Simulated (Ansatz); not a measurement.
The starting structures come from a database of crystals and need not be the phases stable at ambient conditions.

By PBEsol, the system below comes out a metal.

The ballistic (Sharvin) conductance counts the channels at the Fermi level: G/A = (e²/h) × channels of both spins per area.

```
CELL_PARAMETERS angstrom
      2.94749     0.00000     0.00000
      0.00000     4.56814     0.00000
      0.00000     0.00000     2.94749
ATOMIC_POSITIONS crystal
  Ti 0.00000 0.50000 0.50000
  Ti 0.50000 0.00000 0.00000
  H  0.00000 0.75000 0.00000
  H  0.00000 0.25000 0.00000
```

Space group of this cell: P4_2/mmc. The cell is taken as given; by PBEsol its mean pressure is -3.2 GPa.

The current flows along the normal of the first two printed cell vectors, the (100) plane of the conventional cell. No spin-orbit coupling; the value is a mean over 0.1 eV about the Fermi level.

**Question.** State the ballistic conductance per area according to PBEsol (Ansatz, a first-principles code).

**Answer.** 0.40 × 10¹⁵ S/m² for both spins.
